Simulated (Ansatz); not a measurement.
Take HfC in the rock salt structure (space group Fm-3m, No. 225; a = 4.607 Å) as the base.

The values are results of Ansatz (a quantum-chemistry and plane-wave program) PBEsol, scalar-relativistic without spin-orbit coupling, not measurements.

Base values:

The volume per atom is 12.22 Å³.

Now apply this change: a hydrostatic pressure of 9 GPa.

**Question.** Estimate the effect on the volume per atom.

**Answer.** The volume per atom drops by 0.408 Å³ (12.22 Å³ → 11.82 Å³).

Load acts through the strain it causes; cell and atoms are relaxed under it. Whether these cells are dynamically stable was not tested. Competing high-pressure phases were not computed. The final runs are not spin-polarised.
